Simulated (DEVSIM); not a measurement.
Device: abrupt Si p-n junction, at 300 K.

Layer 1 from the left is Si, thickness (μm) 60.0, Na (cm⁻³) 1.5e19, τn (s) 3.9e-6, τp (s) 3.9e-6. Layer 2 from the left is Si, thickness (μm) 10.0, Nd (cm⁻³) 7.8e15, τn (s) 3.9e-6, τp (s) 3.9e-6.

Left contact: ohmic. Right contact: ohmic. Voltage is applied to the left contact. Recombination: SRH at mid-gap, radiative. Mobility is constant in doping.

This is a model device: material constants are rounded textbook-type values typed into the input, and sizes, dopings and lifetimes were drawn at random. Values at 300 K.

Si: gap (eV) 1.124, affinity (eV) 4.05, permittivity 11.7, Nc (cm⁻³) 2.86e19, Nv (cm⁻³) 3.1e19, μn (cm²/Vs) 1417, μp (cm²/Vs) 470, B (cm³/s) 4.7e-15.

Question: Estimate by hand the built-in potential, the peak field at zero bias, the capacitance at -4 V, and compare with a numerical solution.

Answer: 
- Built-in potential: ni = √(Nc Nv) exp(−Eg/2kT) = 1.08e10 cm⁻³ with Eg = 1.124 eV; Vbi = kT/q ln(Na Nd/ni²) = 0.893 V; numerical 0.893 V.
- Peak field at zero bias: depletion approximation: W = √(2εVbi/(qN)) = 0.385 μm with N = 7.80e15 cm⁻³; field = 2Vbi/W = 46400 V/cm; numerical 210000 V/cm (estimate below by 78 %).
- Capacitance at -4 V: C = √(qεN / 2(Vbi + |V|)) = 11.5 nF/cm²; numerical 11.6 nF/cm² (estimate below by 1.1 %).

Model (solved in DEVSIM): 1D drift-diffusion, Boltzmann statistics, complete ionisation; no tunnelling, impact ionisation, image-force lowering or self-heating.
